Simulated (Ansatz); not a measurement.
**Ge under a change: Ge → Pt**

Take Ge in the diamond structure (space group Fd-3m, No. 227; a = 5.6761 Å) as the base.

One thing is altered: Pt takes the place of Ge on all its sites; the structure is relaxed again.

Method: plane-wave PAW DFT at the PBEsol level (Ansatz, an electronic-structure program, 420 eV), no SOC, earlier PAW set. Settings: 14×14×14 k-points, 0.05 eV Fermi–Dirac smearing.

* **Volume per atom**: 23.00 Å³ (base 22.86 Å³)
* **Density**: 14.08 g/cm³ (base 5.28 g/cm³)
* **Lattice parameter a**: 5.688 Å (base 5.676 Å)
* **Space group**: Fd-3m (No. 227) (base Fd-3m (No. 227))
* **Shortest interatomic distance**: 2.463 Å (base 2.458 Å)
* **Band gap**: zero (base zero)

No phonon test of stability was made. As relaxed here, Pt is a hypothetical phase, not in the database extracts checked. All final runs are without spin polarisation. Pt has a high density of states at the Fermi level and may be magnetic at this level. The zero or small gap of Ge can change with the level of theory.
